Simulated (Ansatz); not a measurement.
Start from GaN (space group Pm-3n, No. 223; a hypothetical phase, not in the database extracts checked).

```
CELL_PARAMETERS angstrom
      5.57136     0.00000     0.00000
      0.00000     5.57136     0.00000
      0.00000     0.00000     5.57136
ATOMIC_POSITIONS crystal
  Ga 0.25000 0.00000 0.50000
  Ga 0.75000 0.00000 0.50000
  Ga 0.50000 0.75000 0.00000
  Ga 0.50000 0.25000 0.00000
  Ga 0.00000 0.50000 0.75000
  Ga 0.00000 0.50000 0.25000
  N  0.25000 0.50000 0.00000
  N  0.75000 0.50000 0.00000
  N  0.00000 0.75000 0.50000
  N  0.00000 0.25000 0.50000
  N  0.50000 0.00000 0.75000
  N  0.50000 0.00000 0.25000
```

Cartesian axes are those of the cell as printed.

The values are results of PBE (Ansatz, a program for electronic structure), no spin-orbit coupling, not measurements.

Perturbation: the cell is scaled by 1.0088 in all directions, atoms relaxed at fixed cell.

**Question.** Predict the stress tensor and what it implies for the stiffness.

**Answer.** Stress of the strained cell less that of the base (GPa, compression positive):
```
  -3.40    0.00    0.00
   0.00   -3.40    0.00
   0.00    0.00   -3.40
```

Then B = −ΔP/(ΔV/V₀) with ΔV/V₀ = 0.0266 gives secant stiffness values (nonlinear terms included at this strain): B ≈ 128 GPa.

As a check, the harmonic strain energy −½ V₀ Δσ:ε is 4.0 meV/atom; the computed energy rise is 4.1 meV/atom.

Stability against distortions was not tested.
